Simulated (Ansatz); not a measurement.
## Band gap of SnBr4 (P2₁/c, No. 14) at several levels of theory

No measured value is used here.

| level (code) | value (eV) | cell (Å³/atom) |
|---|---|---|
| LDA (Ansatz) | 2.12 | 32.21 |
| PBEsol (Ansatz) | 2.55 | 39.34 |
| r²SCAN-D4 (Ansatz) | 3.01 | 37.03 |
| r²SCAN+rVV10 (Ansatz) | 2.90 | 35.48 |
| PBE0 (Ansatz) | 4.59 | 39.71 |

Computed values are for a static lattice. Levels without +SOC have no spin–orbit coupling; where heavier elements are present it shifts gaps, mostly down, and can invert bands.  LDA, PBEsol, r²SCAN-D4, r²SCAN+rVV10, PBE0: the gap is read on the k mesh or supercell of the run alone and can be too large. LDA, PBEsol, r²SCAN-D4, r²SCAN+rVV10: the relaxation could not lower the start's symmetry, so the cell can be a saddle point above a distorted one. Values are at the level's own relaxed cell; PBE0 at the r²SCAN cell. K meshes differ between the levels. Ansatz's density-functional and Hartree–Fock values are scalar-relativistic unless marked +SOC, with PAW data made under PBE.

Ansatz is a quantum-chemistry and plane-wave program.
